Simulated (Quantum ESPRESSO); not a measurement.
**Habitual settings against a tight run: HgPd (P4/mmm, 2 atoms in the cell)**

Self-consistent single point.

```yaml
crystal:
  lattice:
    - [3.13762, 0.00000, 0.00000]
    - [0.00000, 3.13762, 0.00000]
    - [0.00000, 0.00000, 3.86876]
  atoms:
    - { symbol: Hg, position: [0.00000, 0.00000, 0.00000] }
    - { symbol: Pd, position: [0.50000, 0.50000, 0.50000] }
```

Level of theory: LDA (PW92), PseudoDojo standard norm-conserving (LDA) pseudopotentials (plane waves; Quantum ESPRESSO).

Base settings: ecutwfc = 85 Ry; occupations = smearing; smearing = cold; degauss = 0.0036749 Ry; potentials = {Hg: Hg.upf, Pd: Pd.upf}; K_POINTS = automatic 7 7 6 0 0 0; conv_thr = 1e-10 Ry; mixing_beta = 0.7.

Tight run (finer mesh or higher cutoff; not a proven limit): ecutwfc: 85 Ry → 119 Ry; conv_thr: 1e-10 Ry → 7.3e-11 Ry; K_POINTS: automatic 7 7 6 0 0 0 → automatic 10 10 9 0 0 0. It gave Fermi level (on the code's own zero) 16.58 eV; pressure -16.10 GPa.

Quick runs, as changes from the base:
- A: the base itself
- B: ecutwfc: 85 Ry → 59 Ry; smearing: cold → fd; degauss: 0.0036749 Ry → 0.019992 Ry; K_POINTS: automatic 7 7 6 0 0 0 → automatic 8 8 8 1 1 1
- C: ecutwfc: 85 Ry → 68 Ry; conv_thr: 1e-10 Ry → 7.3e-06 Ry; K_POINTS: automatic 7 7 6 0 0 0 → automatic 2 2 2 0 0 0
- D: ecutwfc: 85 Ry → 42 Ry; K_POINTS: automatic 7 7 6 0 0 0 → automatic 2 2 2 0 0 0
- E: ecutwfc: 85 Ry → 51 Ry; K_POINTS: automatic 7 7 6 0 0 0 → automatic 1 1 1 1 1 1
- F: ecutwfc: 85 Ry → 51 Ry; smearing: cold → mp; degauss: 0.0036749 Ry → 0.0147 Ry; K_POINTS: automatic 7 7 6 0 0 0 → automatic 6 6 6 1 1 1

Energies are extrapolated to zero smearing width, which holds to low order in the width alone (under cold and Methfessel-Paxton smearing the free energy itself is taken).

Dashes: pressure of C, not trusted under this conv_thr with d or f elements.

The count of work is k-points × plane waves × bands × iterations; it is no time. 

The starting cell comes from a database of computed structures (which also holds hypothetical and non-ambient phases and stackings), without a prior relaxation at this level. Its lattice was rescaled by a random factor within 2.5 % of one. Spin polarisation is off. In the base run, with a pressure of about -16 GPa the cell is away from its equilibrium volume at this level.

```
run  energy less tight (meV/atom)  pressure less tight (GPa)  count of work / tight
---  ----------------------------  -------------------------  ---------------------
A                            -5.4                      -0.11                   0.21
B                           137.1                      -8.76                   0.12
C                           637.7                          –                  0.016
D                          3230.7                     -88.95                  0.013
E                          5719.0                      23.68                 0.0026
F                           601.3                     -30.54                  0.044
```

Among the runs at the tight run's level, the energy misses run from 5.4 to 5719.0 meV/atom.
